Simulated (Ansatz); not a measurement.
Consider MgO in the rock salt structure (space group Fm-3m, No. 225; a = 4.214 Å).

Method: PBEsol, PAW, 420 eV (Ansatz, a quantum-chemistry and plane-wave program; no spin-orbit coupling).

Strains are applied to the cell and any free atomic positions relax.

One change was made to it. Results:

The energy goes up by 18 meV/atom; the electron mass becomes 0.36 mₑ (at Γ) (base: 0.34 mₑ (at Γ)); the hole mass (degenerate bands, along [100]) becomes 0.40, 2.0, 2.0 mₑ (at Γ) (base: 0.38, 2.1, 2.1 mₑ (at Γ)); the mean gap deformation potential ΔEg/Δln V is -10.0 eV.

Which of these changes matches the shifts?
A. isotropic strain −3.00 %
B. isotropic strain +1.50 %
C. isotropic strain −2.00 %
D. isotropic strain +2.00 %

C, isotropic strain −2.00 %. For comparison, the energy relative to the base in the other runs: isotropic strain +1.50 % gives +8.9 meV/atom; isotropic strain +2.00 % gives +16 meV/atom; isotropic strain −3.00 % gives +41 meV/atom.

Effective masses come from finite differences of ±0.01 Å⁻¹. Semilocal Kohn–Sham gaps tend to fall short of experiment. Stability against distortions was not tested.
